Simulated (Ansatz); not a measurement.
```yaml
crystal:
  lattice:
    - [22.50000, 0.00000, 0.00000]
    - [0.00000, 22.50000, 0.00000]
    - [0.00000, 0.00000, 7.07923]
  atoms:
    - { symbol: Ge, position: [0.30759, 0.53095, 0.02706] }
    - { symbol: Ge, position: [0.35800, 0.44375, 0.15986] }
    - { symbol: Ge, position: [0.38247, 0.47031, 0.48789] }
    - { symbol: Ge, position: [0.37972, 0.61230, 0.00171] }
    - { symbol: Ge, position: [0.39759, 0.63835, 0.33422] }
    - { symbol: Ge, position: [0.42681, 0.38722, 0.66174] }
    - { symbol: Ge, position: [0.44931, 0.41477, 0.99140] }
    - { symbol: Ge, position: [0.44988, 0.55692, 0.49736] }
    - { symbol: Ge, position: [0.47187, 0.58512, 0.83095] }
    - { symbol: Ge, position: [0.49597, 0.33110, 0.15986] }
    - { symbol: Ge, position: [0.51709, 0.36038, 0.48789] }
    - { symbol: Ge, position: [0.51887, 0.49997, 0.99620] }
    - { symbol: Ge, position: [0.54285, 0.52933, 0.32803] }
    - { symbol: Ge, position: [0.54278, 0.66902, 0.82776] }
    - { symbol: Ge, position: [0.57286, 0.70008, 0.14695] }
    - { symbol: Ge, position: [0.59148, 0.29915, 0.02706] }
    - { symbol: Ge, position: [0.58848, 0.44376, 0.49736] }
    - { symbol: Ge, position: [0.61171, 0.47094, 0.83095] }
    - { symbol: Ge, position: [0.61248, 0.61461, 0.32369] }
    - { symbol: Ge, position: [0.63350, 0.64036, 0.65573] }
    - { symbol: Ge, position: [0.65677, 0.38609, 0.00171] }
    - { symbol: Ge, position: [0.67872, 0.40881, 0.33422] }
    - { symbol: Ge, position: [0.67972, 0.55721, 0.82776] }
    - { symbol: Ge, position: [0.70414, 0.59289, 0.14695] }
    - { symbol: H, position: [0.27623, 0.51715, 0.83807] }
    - { symbol: H, position: [0.25929, 0.55043, 0.17041] }
    - { symbol: H, position: [0.31459, 0.38997, 0.16341] }
    - { symbol: H, position: [0.32317, 0.48885, 0.58382] }
    - { symbol: H, position: [0.35040, 0.66613, 0.90028] }
    - { symbol: H, position: [0.33610, 0.64617, 0.42985] }
    - { symbol: H, position: [0.43135, 0.69778, 0.35574] }
    - { symbol: H, position: [0.38308, 0.33365, 0.66211] }
    - { symbol: H, position: [0.45195, 0.27781, 0.16341] }
    - { symbol: H, position: [0.54712, 0.30599, 0.58382] }
    - { symbol: H, position: [0.51332, 0.72253, 0.72495] }
    - { symbol: H, position: [0.52107, 0.73084, 0.25184] }
    - { symbol: H, position: [0.62375, 0.74612, 0.12774] }
    - { symbol: H, position: [0.58424, 0.26566, 0.83807] }
    - { symbol: H, position: [0.62023, 0.25572, 0.17041] }
    - { symbol: H, position: [0.67726, 0.69395, 0.66133] }
    - { symbol: H, position: [0.71538, 0.36813, 0.90027] }
    - { symbol: H, position: [0.73019, 0.45378, 0.35575] }
    - { symbol: H, position: [0.69868, 0.35013, 0.42985] }
    - { symbol: H, position: [0.73805, 0.53904, 0.72495] }
    - { symbol: H, position: [0.74464, 0.54830, 0.25184] }
    - { symbol: H, position: [0.73907, 0.65196, 0.12774] }
```

Method: PBE (plane waves to 420 eV, PAW; Ansatz, a program for electronic structure). Mesh 1×1×6. No spin polarisation. Periodic along z alone, with about 11 Å of vacuum beside it. An idealised model, cut from the bulk lattice. Symmetry and one short period hold its shape; lower forms weren't sought. Values not marked SOC lack spin–orbit coupling.

Question: Tabulate the two highest filled and two lowest empty levels along the axis, from the valence top.

Answer: 
```json
[
 {"k (2π/c)": "0.000", "v2 (eV)": "-0.57", "v1 (eV)": "0.00", "c1 (eV)": "2.14", "c2 (eV)": "2.39"},
 {"k (2π/c)": "0.042", "v2 (eV)": "-0.57", "v1 (eV)": "-0.02", "c1 (eV)": "2.15", "c2 (eV)": "2.40"},
 {"k (2π/c)": "0.083", "v2 (eV)": "-0.56", "v1 (eV)": "-0.07", "c1 (eV)": "2.19", "c2 (eV)": "2.43"},
 {"k (2π/c)": "0.125", "v2 (eV)": "-0.54", "v1 (eV)": "-0.14", "c1 (eV)": "2.24", "c2 (eV)": "2.48"},
 {"k (2π/c)": "0.167", "v2 (eV)": "-0.53", "v1 (eV)": "-0.24", "c1 (eV)": "2.32", "c2 (eV)": "2.53"},
 {"k (2π/c)": "0.208", "v2 (eV)": "-0.52", "v1 (eV)": "-0.36", "c1 (eV)": "2.39", "c2 (eV)": "2.57"},
 {"k (2π/c)": "0.250", "v2 (eV)": "-0.53", "v1 (eV)": "-0.48", "c1 (eV)": "2.44", "c2 (eV)": "2.49"},
 {"k (2π/c)": "0.292", "v2 (eV)": "-0.59", "v1 (eV)": "-0.54", "c1 (eV)": "2.40", "c2 (eV)": "2.45"},
 {"k (2π/c)": "0.333", "v2 (eV)": "-0.66", "v1 (eV)": "-0.57", "c1 (eV)": "2.33", "c2 (eV)": "2.43"},
 {"k (2π/c)": "0.375", "v2 (eV)": "-0.70", "v1 (eV)": "-0.61", "c1 (eV)": "2.31", "c2 (eV)": "2.38"},
 {"k (2π/c)": "0.417", "v2 (eV)": "-0.74", "v1 (eV)": "-0.66", "c1 (eV)": "2.30", "c2 (eV)": "2.33"},
 {"k (2π/c)": "0.458", "v2 (eV)": "-0.76", "v1 (eV)": "-0.71", "c1 (eV)": "2.29", "c2 (eV)": "2.29"},
 {"k (2π/c)": "0.500", "v2 (eV)": "-0.78", "v1 (eV)": "-0.74", "c1 (eV)": "2.27", "c2 (eV)": "2.29"}
]
```
